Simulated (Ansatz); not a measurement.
Seebeck coefficient (μV/K, mean over directions) of p-type MgO (Fm-3m) against carrier density, PBE, rigid bands (Ansatz, a quantum-chemistry and plane-wave program). Computed gap 4.73 eV; densities at which minority carriers matter at this gap, or further valleys turn the trend, are left out. Conductivity mass 2.3 mₑ (harmonic mean over directions), N_v = 3.1e20 cm⁻³ at 300 K.

```json
[
 {"hole density": "1e16 cm⁻³", "300 K": "?", "500 K": "1173"},
 {"hole density": "1e17 cm⁻³", "300 K": "906", "500 K": "974"},
 {"hole density": "1e18 cm⁻³", "300 K": "707", "500 K": "776"},
 {"hole density": "3e18 cm⁻³", "300 K": "613", "500 K": "681"},
 {"hole density": "1e19 cm⁻³", "300 K": "509", "500 K": "578"},
 {"hole density": "3e19 cm⁻³", "300 K": "415", "500 K": "483"},
 {"hole density": "1e20 cm⁻³", "300 K": "313", "500 K": "380"},
 {"hole density": "3e20 cm⁻³", "300 K": "?", "500 K": "?"},
 {"hole density": "1e21 cm⁻³", "300 K": "136", "500 K": "193"}
]
```

Some entries are withheld; supply them.


- 1e16 cm⁻³, 300 K: 1104
- 3e20 cm⁻³, 300 K: 224
- 3e20 cm⁻³, 500 K: 288

Rigid bands with a gap fixed in temperature, one relaxation time for all states, no polarons or phonon drag, and whether or not such doping can be reached. Spin-orbit coupling is left out. Geometry: cell and atoms relaxed with PBEsol.
